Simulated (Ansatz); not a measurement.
Levels about the gap of amorphous In$_{9}$Ga$_{9}$Zn$_{9}$O$_{39}$Lu$_{2}$ (68 atoms in a cell of 869 Å³, 6.16 g/cm³; zone centre alone, so wide bands show as single levels with stretches between that a denser mesh fills), at the geometry that PBE relaxed, where it gives 0.2 GPa on a denser mesh. The participation number counts the atoms over which a state spreads; weights are charges in smoothed Voronoi cells. The levels come from a single point, so bond lengths are those of that geometry. Method of the levels: PBE, scalar-relativistic without spin-orbit coupling (Ansatz, a quantum-chemistry and plane-wave program). Sampling: the zone centre alone; Fermi-Dirac width 0.02 eV; no spin polarisation. At PBE the levels at the filled edge of the gap are localised (band-tail or defect states).

Preparation: random packing, a CHGNet melt and quench, and a DFT relaxation. O atoms were pushed apart under 1.9 Å during the dynamics, to hinder bonds among them. The hot cell started wider than the set density and was brought back towards it in steps. It is the lowest in DFT energy of 2 quenches. It is a model cell: composition and starting density were chosen by hand, and all elements were melted together. No dispersion term was used. Its density started from a set value of 6.19 and ended at 6.16 g/cm³. Cooling (nominally 320 K/ps over its main leg) ran many orders faster than in experiment, which tends to leave more defects and strain. Values belong to this one cell and scatter from quench to quench. Volume and shape were free in the relaxation.

```csv
"E - E(highest filled), eV",filling,participation number,largest on,weight O,weight In,weight Zn,weight Ga
-0.34,filled,27.6,"O, 3 neighbours",0.86,0.02,0.08,0.02
-0.27,filled,17.7,"O, 4 neighbours",0.85,0.01,0.10,0.02
-0.23,filled,19.0,"O, 3 neighbours",0.84,0.01,0.11,0.02
-0.16,filled,15.5,"O, 3 neighbours",0.90,0.01,0.05,0.02
-0.14,filled,13.7,"O, 3 neighbours",0.85,0.01,0.09,0.01
-0.12,filled,9.1,"O, 3 neighbours",0.88,0.01,0.06,0.01
0.00,filled,10.8,"O, 3 neighbours",0.82,0.01,0.11,0.01
0.93,empty,60.4,"In, 4 neighbours",0.51,0.22,0.14,0.12
3.33,empty,11.5,"In, 4 neighbours",0.56,0.34,0.07,0.03
3.53,empty,40.8,"In, 5 neighbours",0.59,0.30,0.06,0.05
3.61,empty,29.1,"Zn, 3 neighbours",0.57,0.18,0.17,0.07
3.88,empty,34.9,"In, 5 neighbours",0.58,0.29,0.06,0.07
4.07,empty,30.2,"Zn, 3 neighbours",0.54,0.14,0.20,0.11
4.19,empty,39.0,"In, 6 neighbours",0.55,0.26,0.07,0.10
```

Most localised among these is the filled level at -0.12 eV, on a O atom, which has 3 neighbours (Zn 1.89 Å, In 2.16 Å, Lu 2.18 Å).
